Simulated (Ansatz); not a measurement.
TaN (P-62m), Ansatz (a program for electronic structure) with PBEsol, DFPT electron-phonon coupling, linearised Boltzmann equation: phonon-limited resistivity 10.9 μΩ·cm at 300 K along x (a = (5.18, 0.00, 0.00) Å; b = (-2.59, 4.49, 0.00) Å; c = (0.00, 0.00, 2.89) Å), current-weighted mean free path 32 nm, Drude plasma energy 3.28 eV.

### Question
What Drude relaxation time do resistivity and plasma energy imply?

### Answer
ω_p = 4.98e15 s⁻¹, so τ = 1/(ε₀ ω_p² ρ) = 41.7 fs, a damping ħ/τ of 15.8 meV.

### Question
Estimate the resistivity of a 80 nm square wire with diffuse walls from ρ ≈ ρ₀(1 + 3ℓ/4d).

### Answer
1 + 0.75 × 32/80 = 1.30, so ρ ≈ 14.2 μΩ·cm and a line 1 μm long has 22.1 Ω. The formula is the free-electron limit for d well above ℓ; grain boundaries add to it.

### Question
What is the classical skin depth at 100 GHz (nonmagnetic, μ₀ = 1.257×10⁻⁶ H/m)?

### Answer
δ = √(ρ/(π f μ₀)) = 525 nm.

A metal at this level (no band gap). Only scattering by harmonic phonons is included (no impurities, grain boundaries, electron-electron scattering or thermal expansion). Spin-orbit coupling is left out, which matters with elements this heavy. Halving the electron mesh (20x20x28) moves the resistivity by up to 10 % at 300 K, the mean free path by up to 9 %. Smearing 0.20 eV; phonons on a 3x3x5 q mesh, which this run doesn't test.
